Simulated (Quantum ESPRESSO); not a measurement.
Worked example: self-consistent single point of Ba₄TiN₄ (P-1, 18 atoms in the cell) in Quantum ESPRESSO.

Level of theory: LDA (PW92), PseudoDojo standard norm-conserving (LDA) pseudopotentials (plane waves; Quantum ESPRESSO).

```
CELL_PARAMETERS angstrom
      6.81612     0.00000     0.00000
      2.79528     6.32017     0.00000
      1.62386     2.48901     9.22199
ATOMIC_POSITIONS crystal
  Ba 0.77875 0.57565 0.15282
  Ba 0.22125 0.42435 0.84718
  Ba 0.73822 0.22558 0.96424
  Ba 0.26178 0.77442 0.03576
  Ba 0.71564 0.50320 0.56293
  Ba 0.28436 0.49680 0.43707
  Ba 0.21681 0.96830 0.61962
  Ba 0.78319 0.03170 0.38038
  Ti 0.73478 0.83994 0.75520
  Ti 0.26522 0.16006 0.24480
  N  0.95618 0.69140 0.62242
  N  0.04382 0.30860 0.37758
  N  0.90863 0.81358 0.91082
  N  0.09137 0.18642 0.08918
  N  0.54839 0.67063 0.81700
  N  0.45161 0.32937 0.18300
  N  0.43069 0.86005 0.35960
  N  0.56931 0.13995 0.64040
```

Reference input (self-consistent single point, DFT, LDA (PW92), plane waves, PseudoDojo standard norm-conserving (LDA) pseudopotentials): ecutwfc = 85 Ry; occupations = smearing; smearing = gauss; degauss = 0.000734986 Ry; potentials = {Ba: Ba.upf, Ti: Ti.upf, N: N.upf}; K_POINTS = automatic 3 3 2 0 0 0; conv_thr = 1e-09 Ry. This run's input differs from it in these lines:

```diff
@@ -13,3 +13,3 @@
  ntyp = 3,
- ecutwfc = 85,
+ ecutwfc = 51,
  occupations = 'smearing',
```

The program printed (abridged):

```
     Self-consistent Calculation

     iteration #  1     ecut=    51.00 Ry     beta= 0.70

---- Real-time Memory Report at c_bands before calling an iterative solver
           447 MiB given to the printing process from OS
           398 MiB allocation reported by mallinfo(arena+hblkhd)
------------------

     total energy              =    -848.14216810 Ry
     estimated scf accuracy    <       9.10788449 Ry

     iteration #  2     ecut=    51.00 Ry     beta= 0.70

---- Real-time Memory Report at c_bands before calling an iterative solver
           515 MiB given to the printing process from OS
   [... lines left out ...]

---- Real-time Memory Report at c_bands before calling an iterative solver
           580 MiB given to the printing process from OS
           471 MiB allocation reported by mallinfo(arena+hblkhd)
------------------

     total energy              =    -853.46735462 Ry
     estimated scf accuracy    <          4.7E-09 Ry

     iteration # 21     ecut=    51.00 Ry     beta= 0.70

---- Real-time Memory Report at c_bands before calling an iterative solver
           580 MiB given to the printing process from OS
           471 MiB allocation reported by mallinfo(arena+hblkhd)
------------------
     End of self-consistent calculation

     the Fermi energy is     9.1772 ev

!    total energy              =    -853.46735462 Ry
     estimated scf accuracy    <          9.4E-10 Ry
     smearing contrib. (-TS)   =      -0.00000000 Ry
     internal energy E=F+TS    =    -853.46735462 Ry

     convergence has been achieved in  21 iterations

     Forces acting on atoms (cartesian axes, Ry/au):

     atom    1 type  1   force =     0.00360845   -0.00924524   -0.00379927
     atom    2 type  1   force =    -0.00360845    0.00924524    0.00379927
     atom    3 type  1   force =     0.00089821    0.00542858    0.00493128
     atom    4 type  1   force =    -0.00089821   -0.00542858   -0.00493128
     atom    5 type  1   force =     0.00147054    0.00357659   -0.00205623
   [... lines left out ...]

     Total force =     0.033411     Total SCF correction =     0.000067

          total   stress  (Ry/bohr**3)                   (kbar)     P=     -136.05
  -0.00092029   0.00001163  -0.00001451         -135.38        1.71       -2.13
   0.00001163  -0.00092668   0.00001087            1.71     -136.32        1.60
  -0.00001451   0.00001087  -0.00092749           -2.13        1.60     -136.44

   JOB DONE.
```

The run converged in 21 iterations. Against the reference run the free energy goes up by 179 meV/atom, the pressure goes from -6.65 to -13.60 GPa, the largest force hardly changes (0.276 to 0.273 eV/Å) and the gap on the mesh hardly changes (0.941 to 0.938 eV).

The starting cell comes from a database of computed structures (which also holds hypothetical and non-ambient phases and stackings), without a prior relaxation at this level. At the lowered cutoff the pressure carries the error of an incomplete plane-wave basis.

Cost on one core of a shared machine: roughly 10 min.
